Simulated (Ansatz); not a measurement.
Results of LDA (Ansatz, an electronic-structure program, PAW) for stishovite (SiO2).

Run with plane-wave cutoff 520 eV, 6×6×10 k mesh (along the axes of the cell as run), perturbation theory, scalar-relativistic PAW data made under PBE.

Computed at the level's own relaxed cell.

Problem. Give the computed electronic dielectric constant ε∞ (mean over three axes) and static dielectric constant (mean over three axes).

Solution. 
* **electronic dielectric constant ε∞ (mean over three axes)**: 3.43
* **static dielectric constant (mean over three axes)**: 10.4

Measured, for comparison: high-frequency dielectric constant 3.27 (temperature not stated, not corrected to a static lattice, mean of the two values across and the one along c; as tabulated in He et al. (2014), arXiv:1309.4805). Computed (rounded) less measured: high-frequency dielectric constant +5 %.

It cost very roughly 6 core-minutes of CPU time.
